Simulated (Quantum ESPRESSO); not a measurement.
Input and output of a self-consistent single point for AlCd₃ (I4/mmm, 4 atoms in the cell) (Quantum ESPRESSO).

Method: PBEsol, GBRV 1.5 ultrasoft (PBESOL) pseudopotentials (plane waves; Quantum ESPRESSO).

```xyz
4
Lattice="2.2021 -2.2021 4.4822 2.2021 2.2021 4.4822 -2.2021 -2.2021 4.4822" Properties=species:S:1:pos:R:3 pbc="T T T"
Al     0.0000     0.0000     0.0000
Cd    -2.2021     0.0000     2.2411
Cd     0.0000     2.2021     2.2411
Cd     0.0000     0.0000     4.4822
```

Reference input (self-consistent single point, DFT, PBEsol, plane waves, GBRV 1.5 ultrasoft (PBESOL) pseudopotentials): ecutwfc = 40 Ry; ecutrho = 200 Ry; occupations = smearing; smearing = cold; degauss = 0.0147 Ry; potentials = {Al: al_pbesol_v1.uspp.F.UPF, Cd: cd_pbesol_v1.uspp.F.UPF}; K_POINTS = automatic 7 7 7 0 0 0; conv_thr = 1e-11 Ry. This run's input differs from it in these lines:

```diff
@@ -14,4 +14,4 @@
  ntyp = 2
- ecutwfc = 40
- ecutrho = 200
+ ecutwfc = 36
+ ecutrho = 180
  occupations = 'smearing'
```

Log, with long lists cut:

```
     Self-consistent Calculation

     iteration #  1     ecut=    36.00 Ry     beta= 0.70

     negative rho (up, down):  5.915E-02 0.000E+00

     total energy              =    -349.81115803 Ry
     estimated scf accuracy    <       0.55843051 Ry

     iteration #  2     ecut=    36.00 Ry     beta= 0.70

     negative rho (up, down):  6.180E-02 0.000E+00

     total energy              =    -350.02507098 Ry
     estimated scf accuracy    <       0.31142701 Ry

     iteration #  3     ecut=    36.00 Ry     beta= 0.70

     negative rho (up, down):  6.231E-02 0.000E+00

     total energy              =    -350.07921169 Ry
     estimated scf accuracy    <       0.00345163 Ry

   [... 6 blocks of this kind left out ...]

     iteration # 10     ecut=    36.00 Ry     beta= 0.70

     negative rho (up, down):  6.280E-02 0.000E+00

     total energy              =    -350.08148574 Ry
     estimated scf accuracy    <          1.3E-09 Ry

     iteration # 11     ecut=    36.00 Ry     beta= 0.70

     negative rho (up, down):  6.280E-02 0.000E+00
     End of self-consistent calculation

     the Fermi energy is     9.8328 ev

!    total energy              =    -350.08148574 Ry
     estimated scf accuracy    <          2.1E-12 Ry
     smearing contrib. (-TS)   =      -0.00038546 Ry
     internal energy E=F+TS    =    -350.08110027 Ry

     convergence has been achieved in  11 iterations

     negative rho (up, down):  6.280E-02 0.000E+00

     Forces acting on atoms (cartesian axes, Ry/au):

     atom    1 type  1   force =     0.00000000    0.00000000    0.00000000
   [... zero for the other atoms too ...]

     Total force =     0.000000     Total SCF correction =     0.000000

     negative rho (up, down):  6.280E-02 0.000E+00
          total   stress  (Ry/bohr**3)                   (kbar)     P=      -49.32
  -0.00032527   0.00000000  -0.00000000          -47.85        0.00       -0.00
   0.00000000  -0.00032527  -0.00000000            0.00      -47.85       -0.00
   0.00000000  -0.00000000  -0.00035526            0.00       -0.00      -52.26

   JOB DONE.
```

The run converged in 11 iterations. Against the reference run the free energy rises by 15.5 meV/atom and the pressure goes from -4.28 to -4.93 GPa.

The starting cell comes from a database of computed structures (which also holds hypothetical and non-ambient phases and stackings), without a prior relaxation at this level. Its lattice was rescaled by a random factor within 2.5 % of one.

Cost on one core of a shared machine: roughly 60 s.
